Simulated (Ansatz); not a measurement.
## WRe3 (P6₃/mmc, No. 194, 8 atoms in the cell; start mp-974408)

These are PBEsol in Ansatz (plane waves, PAW) values and carry that method's errors.

Settings: plane-wave cutoff 520 eV, 12×12×12 k mesh, Fermi–Dirac smearing 0.05 eV, no spin polarisation, scalar-relativistic PAW data made under PBE.

Cell (relaxed at this level):

Space group P6₃/mmc (No. 194); a = b = 5.5248 Å, c = 4.5043 Å, α = β = 90.00°, γ = 120.00°

```csv
atom,site,symmetry,x,y,z
Re,6h,mm2,0.1662,0.3323,0.2500
W,2d,-6m2,0.6667,0.3333,0.2500
```

```yaml
bulk modulus B0: 366 GPa
```

Note: the run has no spin polarisation, so it can have missed a magnetic state; the bulk modulus is −V dP/dV from two relaxed cells at ±2 % in volume; the relaxation could not lower the start's symmetry, so the cell can be a saddle point above a distorted one.

Spin–orbit coupling is not included.

The result took around 9 core-minutes (rough).

A start named mp-… is a Materials Project structure, which need not be a measured phase.

Ansatz is a quantum-chemistry and plane-wave program.
